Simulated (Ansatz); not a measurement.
The reference is Mg$_{2}$NbN$_{3}$ (space group C2/c, No. 15; a cell from a computed database, its experimental status unchecked).

```
CELL_PARAMETERS angstrom
      4.72508    -3.07275     0.00000
      4.72508     3.07275     0.00000
     -2.63519     0.00000     5.03695
ATOMIC_POSITIONS crystal
  Mg 0.91560 0.75460 0.42280
  Mg 0.08440 0.24540 0.57720
  Mg 0.24540 0.08440 0.07720
  Mg 0.75460 0.91560 0.92280
  Nb 0.58880 0.41120 0.75000
  Nb 0.41120 0.58880 0.25000
  N  0.90044 0.09956 0.75000
  N  0.09956 0.90044 0.25000
  N  0.58670 0.72545 0.07352
  N  0.41330 0.27455 0.92648
  N  0.27455 0.41330 0.42648
  N  0.72545 0.58670 0.57352
```

Cartesian axes are those of the cell as printed.

Computed with plane-wave PAW DFT at the PBEsol level (Ansatz, an electronic-structure program, 420 eV), no SOC.

Before the change:

```
Quantity                                       Value
-----------------------------  ---------------------
Shortest interatomic distance                1.915 Å
Valence-band top at Γ          0.00, -0.44, -0.64 eV
```

Modification: strain tensor (xx, yy, zz, yz, xz, xy) = (−1.71, −0.72, +1.31, −0.10, +0.71, −0.45) %; the atoms relax in the strained cell.

Problem. What does the calculation give for the shortest interatomic distance, valence-band top at Γ, stress and largest internal atomic displacement after the change?

Solution. The shortest interatomic distance is nearly the same (1.915 Å against 1.914 Å); the valence-band top at Γ (three highest levels, from the VBM) becomes 0.00, -0.41, -0.57 eV (base: 0.00, -0.44, -0.64 eV); the stress (xx, yy, zz, yz, xz, xy; compression positive) amounts to (4.82, 1.06, -0.40, -0.17, -0.66, 0.86) GPa; the largest internal atomic displacement amounts to 0.021 Å.

The levels and masses belong to the bands next to the band gap. Whether these cells are dynamically stable was not tested.
